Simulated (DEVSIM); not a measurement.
Structure: Schottky contact on n-type Si, at 300 K.

Layer 1 from the left is Si, thickness (μm) 18.0, Nd (cm⁻³) 5.7e16, τn (s) 0.00044, τp (s) 0.00044.

Left contact: Schottky, work function 4.94 eV, emission velocity 2.5e6 cm/s. Right contact: ohmic. Voltage is applied to the left contact. Recombination: SRH at mid-gap. Mobility is constant in doping.

The device is made up for the run: typed textbook-type constants, with dimensions and the other settings drawn at random. Values at 300 K.

Si: gap (eV) 1.124, affinity (eV) 4.05, permittivity 11.7, Nc (cm⁻³) 2.86e19, Nv (cm⁻³) 3.1e19, μn (cm²/Vs) 1417, μp (cm²/Vs) 470.

Simulated with DEVSIM: 1D drift-diffusion, Boltzmann statistics, complete ionisation; no tunnelling, impact ionisation, image-force lowering or self-heating. Metal contacts follow the ideal Schottky-Mott rule: no Fermi-level pinning, no interface dipoles.

Dark forward current:

```csv
|V| (V),|J| (A/cm²)
0.05,7.459e-8
0.10,5.902e-7
0.15,4.154e-6
0.20,2.878e-5
0.25,0.0001990
0.30,0.001375
0.35,0.009495
0.40,0.06553
0.45,0.4512
0.50,3.066
0.55,19.33
0.60,90.56
0.65,255.9
0.70,493.2
0.75,770.3
0.80,1070
0.85,1384
0.90,1708
0.95,2040
```

Problem. Work out the local ideality factor n = ΔV / (kT/q · ln(J2/J1)) between the rows 0.15 and 0.20 V, 0.90 and 0.95 V.

Solution. kT/q = 25.85 mV. From 0.15 to 0.20 V: ln(2.878e-5/4.154e-6) = 1.936, n = 1.00, near the 1 of diffusion or emission over a barrier. From 0.90 to 0.95 V: ln(2040/1708) = 0.178, n = 10.89; the layers' resistance at their doping, Σ W/(qμN) = 0.00014 Ω cm², would take 46 mV of this step of 50 mV.

Problem. Estimate the current at 0.35 V for emission alone, J0 = q v N_band exp(−φB/kT), and read the barrier back from the simulated current.

Solution. φB = 0.890 eV, N_band = 2.86e19 cm⁻³, J0 = 1.28e-8 A/cm²; J = J0 (exp(qV/kT) − 1) = 0.00970 A/cm². The simulation gives 0.00949 A/cm²; the estimate lies 2.1 % above. Read backwards, the simulated current gives an apparent barrier of 0.891 eV. The estimate leaves out transport through the depletion region and minority injection.
